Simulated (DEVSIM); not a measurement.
System: illuminated Si n-on-p cell, one wavelength, with a back-surface field, at 400 K.

Layer 1 from the left is Si, thickness (μm) 0.260, Nd (cm⁻³) 6.6e18, τn (s) 4.1e-8, τp (s) 7.2e-8, absorption coefficient (cm⁻¹) 180. Layer 2 from the left is Si, thickness (μm) 64.0, Na (cm⁻³) 3.6e16, τn (s) 2.9e-7, τp (s) 2.9e-7, absorption coefficient (cm⁻¹) 180. Layer 3 from the left is Si, thickness (μm) 0.680, Na (cm⁻³) 1.3e18, τn (s) 2.9e-7, τp (s) 2.9e-7, absorption coefficient (cm⁻¹) 180.

Left contact: ohmic, minority hole recombination velocity 7e5 cm/s. Right contact: ohmic, minority electron recombination velocity 9e6 cm/s. Voltage is applied to the left contact. Recombination: SRH at mid-gap, radiative, Auger. Light enters at the left, 3.4e17 photons cm⁻² s⁻¹, one pass, no reflection. Mobility is constant in doping.

The device is made up for the run: typed textbook-type constants, with dimensions and the other settings drawn at random. Values at 300 K; Nc and Nv go as T^1.5, mobilities as T to minus their exponent, the gap by Varshni's rule with the affinity fixed.

Si: gap (eV) 1.124, affinity (eV) 4.05, permittivity 11.7, Nc (cm⁻³) 2.86e19, Nv (cm⁻³) 3.1e19, μn (cm²/Vs) 1417, μp (cm²/Vs) 470, T exponent of μn 2.3, T exponent of μp 2.2, B (cm³/s) 4.7e-15, Cn (cm⁶/s) 2.8e-31, Cp (cm⁶/s) 9.9e-32, Varshni α (eV/K) 0.000473, Varshni β (K) 636.

DEVSIM, 1D drift-diffusion, Boltzmann statistics, complete ionisation; no tunnelling, impact ionisation, image-force lowering or self-heating.

Q: What does the simulation give for the share of generated pairs collected at short circuit, the open-circuit voltage?

A: share of generated pairs collected at short circuit 0.466; open-circuit voltage 0.321 V.
